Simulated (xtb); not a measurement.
xtb 6.7.1, GFN2-xTB: Mo(NMe)(S)(F)(NH2) (C[N]=[Mo]([NH2])([F])=[S]), 11 atoms. The geometry is a generated start, not checked to be a minimum at this level.

```yaml
run_flags: --grad
method: GFN2-xTB
"--acc": 1 (default)
"--etemp (K)": 300 (default)
basis_functions: 41
valence_electrons: 38
```

```xyz
11

Mo     0.1888     0.9276     0.6419
N     -0.0275    -0.0697    -0.7607
C      0.0608    -0.8535    -1.9257
H      1.1131    -1.0778    -2.1475
H     -0.4784    -1.7968    -1.7966
H     -0.3726    -0.3259    -2.7806
S      2.2657     1.1074     1.1625
F     -0.4418     2.6175     0.3402
N     -0.6267     0.0056     2.0936
H     -1.3543    -0.7086     2.1139
H     -0.3272     0.1740     3.0591
```

Charge 0 and multiplicity 1 are set for this test and not shown to be the ground state.

One run each on 1 thread. Values of broydamp tried: 0.02, 0.05, 0.1, 0.2, 0.4 (default), 0.6, 0.8, 1.

Predict the course of the SCC iterations along this series.

Fewest SCC iterations, within one of each other: 0.2 with 17, 0.4 (default) with 16. The count rises to 26 at 0.02. All converge to one solution.

```tsv
broydamp	SCC iterations	end
0.02	26	same solution
0.05	23	same solution
0.1	19	same solution
0.2	17	same solution
0.4 (default)	16	same solution
0.6	19	same solution
0.8	19	same solution
1	19	same solution
```
